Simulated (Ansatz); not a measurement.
Bond-angle distributions (per cent of the angles at each element, bins of 10°) of a relaxed model of amorphous Ti$_{10}$Al$_{12}$O$_{38}$ at 3.14 g/cm³. Calculation: PBE, scalar-relativistic without spin-orbit coupling (plane waves to 420 eV, PAW; Ansatz, a first-principles code).

Preparation: random packing, a CHGNet melt and quench, and a DFT relaxation. O atoms were pushed apart under 1.9 Å during the dynamics, to hinder bonds among them. It is the lowest in DFT energy of 2 quenches. It is a model cell: composition and starting density were chosen by hand, and all elements were melted together. No dispersion term was used. Its density started from a set value of 3.14 and ended at 3.14 g/cm³. The simulated quench (nominally 140 K/ps over its main leg) is rapid and tends to freeze in more defects than a deposited or slowly cooled glass has. A cell of this size samples the disorder only roughly. The volume was held where the preparation left it, at a PBE pressure of -2.0 GPa (tension). Stress components on the final sampling reach 2.4 GPa.

Bonds are counted up to Ti-Ti 3.12 Å, Ti-Al 2.89 Å, Ti-O 2.60 Å, Al-Al 2.66 Å, Al-O 2.46 Å, O-O 1.58 Å. Two cations that share two anions don't count as bonded, nor two that share one unless they lie closer than Ti-Ti 3.04 Å, Ti-Al 2.81 Å, Al-Al 2.59 Å.

```tsv
angle (°)	at Ti	at Al	at O
50-60	0	0	0
60-70	1	0	0
70-80	13	9	0
80-90	14	18	5
90-100	22	22	23
100-110	21	18	15
110-120	8	11	18
120-130	3	8	15
130-140	2	3	10
140-150	7	0	6
150-160	8	3	4
160-170	2	5	5
170-180	1	4	1
```

They go with these counts of neighbours within the cut-offs, cation contacts included: Ti mean 5.1, most often 5; Al mean 4.8, most often 5; O mean 2.9, most often 3.
